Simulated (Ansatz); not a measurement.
Impurities on the C(k) site of 4H silicon carbide. The bounds on chemical potentials count only the phases computed here; "not settled" covers levels within 0.1 eV of a band edge and carriers that are partly localised.

Level of theory: PBE, PAW (plane waves to 420 eV; Ansatz, a quantum-chemistry and plane-wave program). Cell and caveats: 96-site cell; 2×2×2 shifted k-points; host gap 2.23 eV; charged states image-corrected; corrections pass 1 eV, so highly charged states may be off by several tenths; flagged in the runs: for some of the defects a doubtful potential alignment, a host whose relaxation on this sampling wasn't shown to rest, a strain field that reaches the edge of the cell.

| impurity | neighbours in the neutral state (Å) | moment (μB) | E_f of the neutral state (eV; limit and bounding phases) | levels above the VBM (eV) |
|---|---|---|---|---|
| B | Si 1.93, Si 1.94, Si 1.94, Si 1.95 | 1.0 | 2.39 (C-rich, B4C (Cm)) | (0/−1) 0.28 |
| N | Si 1.92, Si 1.93, Si 1.93, Si 1.93 | 1.0 | 1.85 (C-rich, beta Si3N4) | shallow donor |
| F | Si 1.78, Si 1.80 | 1.0 | 5.95 (C-rich, SiF4 molecule) | shallow donor; (+3/+2) 0.51; (+2/+1) 0.60 |
| Se | Si 2.27, Si 2.29, Si 2.30, Si 2.33 | not spin-polarised | – | shallow donor |
| Al | Si 2.19, Si 2.20, Si 2.24, Si 2.25 | 1.0 | 7.38 (C-rich, Al4C3 (R-3m)) | (+1/0) 0.81; (0/−1) 1.35 |
| O | Si 1.84, Si 1.86, Si 1.91, Si 2.52, C 2.80, C 2.81, C 2.82 | not spin-polarised | – | not settled |

Deep levels: B, F, Al. Shallow donors: N, F, Se. Shallow acceptors: none. No level in the gap: none. Not decided here: O.
